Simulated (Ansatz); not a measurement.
MgZnO2 (P3m1, No. 156, 4 atoms in the cell; start mp-1221905), treated with LDA (Ansatz, a quantum-chemistry and plane-wave program, PAW).

Numerical settings: plane-wave cutoff 520 eV, 12×12×8 k mesh (along the axes of the cell as run), Fermi–Dirac smearing 0.01 eV, scalar-relativistic PAW data made under PBE.

Cell (relaxed at this level):

```cif
data_MgO2Zn
_chemical_formula_sum 'Mg1 Zn1 O2'
_space_group_name_H-M_alt 'P 1'
_space_group_IT_number 1
_cell_length_a 3.22426
_cell_length_b 3.22426
_cell_length_c 5.05789
_cell_angle_alpha 90.000
_cell_angle_beta 90.000
_cell_angle_gamma 120.000
loop_
_space_group_symop_operation_xyz
  'x, y, z'
loop_
_atom_site_label
_atom_site_type_symbol
_atom_site_fract_x
_atom_site_fract_y
_atom_site_fract_z
_atom_site_occupancy
Mg1 Mg 0.33333 0.66667 0.49629 1
Zn1 Zn 0.66667 0.33333 0.00243 1
O1 O 0.33333 0.66667 0.88501 1
O2 O 0.66667 0.33333 0.38826 1
```

Q: Predict the band gap and bulk modulus B0.

A: 
- band gap = 1.84 eV (on the SCF k mesh)
- bulk modulus B0 = 143 GPa

Note: the relaxation could not lower the start's symmetry, so the cell can be a saddle point above a distorted one; the bulk modulus is −V dP/dV from two relaxed cells at ±2 % in volume.

The computed numbers hold no vibrational or temperature effects.

Computing time: about 60 core-seconds (a rough figure).

A start named mp-… is a Materials Project structure, which need not be a measured phase.
